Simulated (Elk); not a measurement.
Worked example: self-consistent single point of Nb (Im-3m, 1 atom in the cell) in Elk.

Level of theory: PBE, all-electron FP-LAPW, Elk's shipped species files, APW+lo basis with extra local orbitals (Elk 10.2.4).

```
CELL_PARAMETERS angstrom
     -1.65825     1.65825     1.65825
      1.65825    -1.65825     1.65825
      1.65825     1.65825    -1.65825
ATOMIC_POSITIONS crystal
  Nb 0.00000 0.00000 0.00000
```

Reference input (self-consistent single point, DFT, PBE, all-electron FP-LAPW, Elk's shipped species files, APW+lo basis with extra local orbitals): xctype = 20; rgkmax = 8; swidth = 0.00367493 Ha; ngridk = 8 8 8; gmaxvr = 16 1/bohr; nxlo = 2; lorbcnd = true; lmaxi = 2; maxscl = 100. This run's input differs from it in these lines:

```diff
@@ -21,4 +21,7 @@
 
+stype
+  1
+
 swidth
-  0.00367493
+  0.0367493
 
@@ -39,3 +42,3 @@
 ngridk
-  8 8 8
+  13 13 13
```

Log, with long lists cut:

```
│ Self-consistent loop started │
│ Loop number : 1 │
 total energy                :     -3820.10651028
│ Loop number : 2 │
 total energy                :     -3820.18629999
RMS change in Kohn-Sham potential (target) :   0.1258130361     (  0.1000000000E-05)
Absolute change in total energy (target)   :   0.7978970638E-01 (  0.1000000000E-03)
│ Loop number : 3 │
 total energy                :     -3820.24584480
RMS change in Kohn-Sham potential (target) :   0.1231475241     (  0.1000000000E-05)
Absolute change in total energy (target)   :   0.7949224372E-01 (  0.1000000000E-03)
│ Loop number : 4 │
   [... lines left out ...]
Absolute change in total energy (target)   :   0.4752347249E-03 (  0.1000000000E-03)
│ Loop number : 12 │
 total energy                :     -3820.54553615
RMS change in Kohn-Sham potential (target) :   0.1903830458E-05 (  0.1000000000E-05)
Absolute change in total energy (target)   :   0.7248035945E-04 (  0.1000000000E-03)
│ Loop number : 13 │
 total energy                :     -3820.54549166
RMS change in Kohn-Sham potential (target) :   0.1293099547E-06 (  0.1000000000E-05)
Absolute change in total energy (target)   :   0.2637581565E-04 (  0.1000000000E-03)
Convergence targets achieved

│ Loop number : 14 │

Energies :
 Fermi                       :     0.405013662315
 total energy                :     -3820.54548942

Density of states at Fermi energy :    33.76021069
 (states/Hartree/unit cell)

Estimated indirect band gap :   0.2258670764E-02
 from k-point     32 to k-point     16
Estimated direct band gap   :   0.3393391150E-02
 at k-point      8

Charges :
 core                        :    28.00000000
 valence                     :    13.00000000
 interstitial                :    1.665072424
 muffin-tins (core leakage)
  species :    1 (Nb)
   atom    1                 :    39.33492758     (  0.9351900729E-06)
 total in muffin-tins        :    39.33492758
 total calculated charge     :    41.00379487
 total charge                :    41.00000000
 error                       :   0.3794866491E-02

│ Self-consistent loop stopped │
```

The run converged in 14 iterations. The count includes the last loop, which Elk runs after its targets are met. 

The starting cell has typed, rounded lattice constants, without a prior relaxation at this level. Its lattice was rescaled by up to half a per cent. Spin polarisation is off. Values depend on the basis (sphere radii, cutoffs, local orbitals), which need not be converged. The log's line on a gap gives a spacing of levels on this mesh, which the program prints for metals too.
